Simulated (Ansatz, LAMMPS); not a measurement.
Si well of 16 atomic layers along [001] in random Si0.5Ge0.5, interfaces graded over 8 layers

Cell 16.85 × 16.85 × 55.26 Å, Si487Ge233, 720 atoms. Prepared with Tersoff's 1989 multicomponent potential (SiCGe.tersoff) (LAMMPS): minimisation. 

Calculation: PBE, support functions at accuracy medium on the grid of 370 eV (norm-conserving potentials; Ansatz, a quantum-chemistry and plane-wave program).

Basis: localised support functions (accuracy medium) on a full density matrix. k-points: zone centre alone; occupations: Fermi-Dirac, 0.010 eV; spin polarisation not allowed. Spin-orbit coupling is left out.

| Property | Result |
|---|---|
| Kohn-Sham gap of the cell on its k-mesh | 0.22 eV |
| weight of the highest filled level on the well | 0.30 |
| weight of the lowest empty level on the well | 0.97 |
| coordination (neighbours within 2.873 Å) | 100.0 % 4-fold |
| Ge-Ge bonds, mean ± spread | 2.479 ± 0.008 Å |
| Ge-Si bonds, mean ± spread | 2.432 ± 0.009 Å |
| Si-Si bonds, mean ± spread | 2.392 ± 0.008 Å |
| bond angles, mean ± spread | 109.5° ± 1.4° |
| pressure | -1.27 GPa |
| cost of the final run | roughly 60 core-minutes, 13 SCF iterations, 15 GiB |
